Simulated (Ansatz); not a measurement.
Consider this model of amorphous Ga₂₄O₃₈Zr.

```xyz
63
Lattice="9.3073 -0.1361 0.1073 -0.1361 9.1981 -0.0443 0.1073 -0.0443 9.1780" Properties=species:S:1:pos:R:3 pbc="T T T"
Ga     6.5320     0.4895     0.6507
Ga     4.8504     4.6448     4.7104
Ga     7.6759     2.8780     8.2415
Ga     0.3556     6.1105     1.4303
Ga     0.5115     0.9214     0.1865
Ga     6.7972     7.0473     2.5567
Ga     8.9668     2.5781     5.6368
Ga     3.5759     0.0233     8.4866
Ga     7.1786     6.5320     8.6156
Ga     3.1376     6.0972     6.3188
Ga     4.6005     3.0039     2.1617
Ga     8.0572     8.8796     6.9061
Ga     1.3070     7.6886     7.8734
Ga     4.8264     9.1042     3.2532
Ga     2.0919     1.2785     3.8384
Ga     2.3740     7.0729     3.3460
Ga     9.2264     5.1499     7.1552
Ga     4.8639     4.5382     7.9693
Ga     8.3385     0.6378     3.5333
Ga     7.7945     4.2340     3.6035
Ga     1.2749     3.0711     1.8507
Ga     4.1514     6.0173     1.1760
Ga     8.8096     6.8455     4.9607
Ga     2.1035     2.8085     7.3863
O      7.6612     4.7450     8.1244
O      5.7988     4.1859     3.1283
O      1.8465     8.8520     0.3286
O      1.1111     6.5275     6.1338
O      0.2709     3.3621     7.2988
O      8.7148     4.4390     5.2987
O      5.5887     0.1266     4.9822
O      4.9415     7.3104     2.3878
O      5.8038     2.9595     7.8902
O      5.3068     6.2248     8.8420
O      7.7582     6.2600     1.2433
O      5.3593     0.3306     8.4392
O      3.3303     1.4200     7.2208
O      7.3055     6.0977     4.0231
O      7.5835     1.5173     6.7234
O      2.8340     2.7641     2.8710
O      4.2019     4.1745     0.8031
O      0.5864     0.1547     7.5760
O      7.5182     8.3869     8.7900
O      8.5986     8.7763     4.9656
O      1.3943     2.0719     5.3261
O      2.9255     8.8961     3.6027
O      4.6179     2.8749     5.2040
O      3.1175     7.6520     7.3776
O      3.2885     5.8476     4.4336
O      5.0573     5.5489     6.3001
O      0.6380     1.2533     2.4610
O      2.9837     4.4660     7.4059
O      7.8707     2.3435     4.0617
O      7.0218     8.9190     2.4018
O      1.5834     2.4755     0.1333
O      0.6604     6.1787     8.7216
O      7.9309     6.9670     6.7432
O      5.1483     1.2404     1.9324
O      2.3977     6.2785     1.6524
O      8.0069     1.7419     0.4730
O      0.0025     4.3647     2.1749
O      0.5206     7.0438     3.1992
Zr     5.2865     1.5111     6.4044
```

Computed with PBE, scalar-relativistic without spin-orbit coupling (plane waves to 420 eV, PAW; Ansatz, a program for electronic structure).

Preparation: random packing, a CHGNet melt and quench, and a DFT relaxation. O atoms were pushed apart under 1.9 Å during the dynamics, to hinder bonds among them. The hot cell started wider than the set density and was brought back towards it in steps. It is the lowest in DFT energy of 2 quenches. It is a model cell: composition and starting density were chosen by hand, and all elements were melted together. No dispersion term was used. Its density started from a set value of 5.02 and ended at 5.02 g/cm³. The quench (nominally 330 K/ps over its main leg) was far faster than any real one, so the model tends to hold more defects than a real film. One small periodic cell is one sample of the glass; other quenches scatter about these values. The volume was held where the preparation left it and the shape relaxed, at a PBE pressure of 0.7 GPa. Stress components on the final sampling reach 0.9 GPa.

Neighbours within Ga-Ga 2.68 Å, Ga-O 2.52 Å, Ga-Zr 3.05 Å, O-O 1.58 Å, O-Zr 2.65 Å, Zr-Zr 3.41 Å count as bonded. Two cations that share two anions don't count as bonded, nor two that share one unless they lie closer than Ga-Ga 2.61 Å, Ga-Zr 2.96 Å, Zr-Zr 3.32 Å.

Question: Give the coordination numbers, mean bond lengths and angles.

Answer: 
The mean coordination of Ga by anions is 4.71 (9 with 4, 13 with 5, 2 with 6), the mean coordination of O is 3.13 (2 with 2, 29 with 3, 7 with 4) and the mean coordination of Zr by anions is 6.00 (1 with 6). The mean Ga-O bond is 1.952 Å (spread 0.111 Å, 113 counted) and the mean O-Zr bond is 2.146 Å (spread 0.151 Å, 6 counted). The bond angle at Ga comes out as mean 106.6°, spread 24.0° and the bond angle at O is mean 114.0°, spread 20.1°. The bond angle at Zr is mean 102.8°, spread 28.5°.

Question: List the pairs of like atoms that count as bonded by the rules above.

Answer: There are none by these rules.
